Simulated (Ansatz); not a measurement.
Hypothetical cubic perovskite MgSnO3: response to strain

The parent structure is MgSnO$_{3}$ in the cubic perovskite structure (space group Pm-3m, No. 221; a = 3.987 Å; a hypothetical phase, not in the database extracts checked). Axes: x, y, z lie along the cube axes.

Strains are applied to the cell and any free atomic positions relax; under biaxial strain the out-of-plane vector relaxes too; under stress the whole cell relaxes.

Levels (all Ansatz, a quantum-chemistry and plane-wave program, PAW): PBEsol (420 eV, no spin-orbit coupling); HSE06 (420 eV, no spin-orbit coupling).

Band gaps by level, all at the geometries relaxed with PBEsol:

```csv
case,PBEsol,HSE06
base,0.97 eV,2.42 eV
"biaxial strain −3.85 %, plane normal [001], relaxed out of plane",1.11 eV,2.61 eV
isotropic strain −0.85 %,1.10 eV,2.56 eV
isotropic strain +0.41 %,0.90 eV,2.35 eV
"uniaxial stress, 3 GPa compression along x",0.99 eV,2.45 eV
```

Single points use the geometry relaxed with PBEsol. HSE06 was sampled on its mesh, a few special points and the semilocal edge points, so its gap is an upper bound. Beyond what the load breaks, stability against distortions was not tested. Many cubic perovskites are stable only at high temperature; tilts and polar distortions were not tested.
